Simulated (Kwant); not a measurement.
System: GaAs/Al0.3Ga0.7As stack with 3 barriers. One parabolic valley. Leads of mass 0.067 mₑ with the band edge at 0; grid 0.1 nm; bias swept from 0.0096 to 0.36 V, dropping linearly over the stack. Emitter Fermi level 0.02 eV, 4 K, equal in the collector.

```json
[
 {"layer": "1", "thickness (nm)": "2", "band offset (eV)": "0.24", "mass (mₑ)": "0.092"},
 {"layer": "2", "thickness (nm)": "6.2", "band offset (eV)": "0", "mass (mₑ)": "0.067"},
 {"layer": "3", "thickness (nm)": "2", "band offset (eV)": "0.24", "mass (mₑ)": "0.092"},
 {"layer": "4", "thickness (nm)": "6.2", "band offset (eV)": "0", "mass (mₑ)": "0.067"},
 {"layer": "5", "thickness (nm)": "2", "band offset (eV)": "0.24", "mass (mₑ)": "0.092"}
]
```

The device is made up for the run: typed textbook-type constants, with dimensions and the other settings drawn at random.

Kwant, one-band effective-mass tight-binding model in one dimension, coherent, no space charge, current by the Tsu-Esaki formula.

Sweep values stay those of the base run.

Base results: J (A/cm²) at bias = 0.2633 V 2290; J (A/cm²) at bias = 0.3600 V 4920.

Q: What follows from this one change: thickness of the first barrier 2 → 2.8 nm?

A: J at bias = 0.2633 V 2290 → 725 A/cm²; J at bias = 0.3600 V 4920 → 1250 A/cm².

Q: What follows from this one change: width of the first well 6.2 → 3.7 nm?

A: J at bias = 0.2633 V 2290 → 12700 A/cm²; J at bias = 0.3600 V 4920 → 24300 A/cm².

Q: What follows from this one change: height of the first barrier 0.24 → 0.29 eV?

A: J at bias = 0.2633 V 2290 → 1570 A/cm²; J at bias = 0.3600 V 4920 → 3380 A/cm².

Q: What follows from this one change: Fermi level in the emitter 0.02 → 0.015 eV?

A: J at bias = 0.2633 V 2290 → 1090 A/cm²; J at bias = 0.3600 V 4920 → 2650 A/cm².
